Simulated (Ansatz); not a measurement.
Ansatz (a first-principles code) is run on NaHfMg6 (P1, 8 atoms in the cell), and the run fails. The aim is a self-consistent single point with DFT, PBEsol, plane waves, default PAW files made with PBE.

Cell that was meant: a = 5.1792 Å, b = 6.4542 Å, c = 6.4542 Å, α = 60.04°, β = 90.00°, γ = 90.00°.

Part of the input:

Ansatz 0.2 input:
```yaml
  lattice:
    - [5.179190, 0.000000, 0.000000]
    - [0.000000, 3.229190, 5.588335]
    - [5.179190, 3.229190, 5.588335]
  atoms:
    - { symbol: Na, position: [0.002012, 0.841519, 0.827963] }
    - { symbol: Mg, position: [0.005103, 0.337860, 0.832001] }
    - { symbol: Mg, position: [-0.004226, 0.840793, 0.354195] }
    - { symbol: Mg, position: [-0.003729, 0.336129, 0.339393] }
    - { symbol: Mg, position: [0.491673, 0.161898, 0.659584] }
    - { symbol: Mg, position: [0.501813, 0.664471, 0.170342] }
    - { symbol: Mg, position: [0.504650, 0.161622, 0.162349] }
    - { symbol: Hf, position: [0.502704, 0.655717, 0.654183] }
kpoints:
  mp_grid:
    grid: [5, 4, 4]
```

Output, abridged:

```
Error: invalid value for `crystal.lattice`: the lattice is degenerate (Ω = 0.000000000000014210854715202004 Å³): its volume is under 1e-10 Å³
```

Q: Read the log: what does the program object to, and what is the fix?

A: The fault is linearly dependent lattice vectors. Three vectors in one plane span no volume, and the reciprocal lattice does not exist. To fix it, correct the lattice vector. The program stopped before any SCF iteration.

An input that runs soundly differs in these lines (not the only fix; some lines may just follow from the change or write a value another way):
```diff
-    - [5.179190, 3.229190, 5.588335]
+    - [0.000000, -3.229190, 5.588335]
```

With that input, the run converged in 8 iterations: free energy E − TS (on the zero of these files) -28544.5379 eV; Fermi level (on the code's own zero) 6.79 eV; pressure -0.70 GPa; largest force (vector length) 0.304 eV/Å (DFT, PBEsol, plane waves, default PAW files made with PBE).

On the sound input: the starting cell comes from a database of computed structures (which also holds hypothetical and non-ambient phases and stackings), without a prior relaxation at this level. Its atoms were displaced at random from the sites of space group no. 38. Ansatz's pressure includes its estimate of the finite-basis (Pulay) stress.
